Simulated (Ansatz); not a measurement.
Amorphous Si30N44Zr3, 77 atoms at 3.30 g/cm³, one PBE-relaxed geometry, zone centre. Methods: PBE, scalar-relativistic without spin-orbit coupling (Ansatz, a first-principles code); r2SCAN, scalar-relativistic without spin-orbit coupling (Ansatz); HSE06, scalar-relativistic without spin-orbit coupling (Ansatz). Plane waves to 420 eV (r2SCAN 500 eV); exact exchange is cut at the cell's faces. At PBE the levels at the filled edge of the gap are localised (band-tail or defect states), and the nearest spread-out levels lie 1.8 eV apart at the zone centre. The higher rungs were started with moments on some atoms, which died out.

It comes from a melt-quench run on a machine-learned potential (CHGNet), relaxed afterwards by DFT. N atoms were pushed apart under 1.9 Å during the dynamics, to hinder bonds among them. The hot cell started wider than the set density and was brought back towards it in steps. It is the lowest in DFT energy of 2 quenches. It is a model cell: composition and starting density were chosen by hand, and all elements were melted together. No dispersion term was used. Its density started from a set value of 3.30 and ended at 3.30 g/cm³. The simulated quench (nominally 380 K/ps over its main leg) is rapid and tends to freeze in more defects than a deposited or slowly cooled glass has. One small periodic cell is one sample of the glass; other quenches scatter about these values. The volume was held where the preparation left it, at a PBE pressure of 2.5 GPa. Stress components on the final sampling reach 4.4 GPa.

The relaxation ran on the zone centre alone. At PBE the level gap is 0.95 eV on a 2×2×2 Γ-centred mesh, and the spacing at the zone centre alone 0.94 eV.

Q: What zone-centre spacing does r2SCAN give, roughly?

A: 1.19 eV (+0.25 eV against PBE).

Q: What zone-centre spacing does HSE06 give, roughly?

A: 1.97 eV (+1.03 eV against PBE).

The highest filled and the lowest empty state spread over these numbers of atoms (participation numbers): PBE: 2.7 and 6.6; r2SCAN: 2.6 and 6.3; HSE06: 2.6 and 6.5.
